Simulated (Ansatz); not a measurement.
SnF4 (I4/mmm, No. 139), treated with PBEsol in Ansatz (PAW).

Numerical settings: plane-wave cutoff 500 eV, 14×14×14 k mesh, gaussian smearing 0.02 eV, scalar-relativistic PAW data made under PBE.

Cell (relaxed at this level):

```cif
data_F8Sn2
_chemical_formula_sum 'Sn2 F8'
_space_group_name_H-M_alt 'I4/mmm'
_space_group_IT_number 139
_space_group_name_Hall '-I 4 2'
_cell_length_a 4.10532
_cell_length_b 4.10532
_cell_length_c 8.17961
_cell_angle_alpha 90.000
_cell_angle_beta 90.000
_cell_angle_gamma 90.000
loop_
_atom_site_label
_atom_site_type_symbol
_atom_site_symmetry_multiplicity
_atom_site_Wyckoff_symbol
_atom_site_fract_x
_atom_site_fract_y
_atom_site_fract_z
_atom_site_occupancy
Sn1 Sn 2 a 0.00000 0.00000 0.00000 1
F1 F 4 e 0.00000 0.00000 0.23083 1
F2 F 4 c 0.00000 0.50000 0.00000 1
```
(The calculation used a cell of 5 atoms; values per cell refer to that cell.)

### Question
Predict the band gap.

### Answer

- band gap = 3.30 eV (on the SCF k mesh)

Note: the volume lies 6 % above that of the published cell.

Spin–orbit coupling is not included.

Computed values are for the static lattice.

Ansatz is a first-principles code.
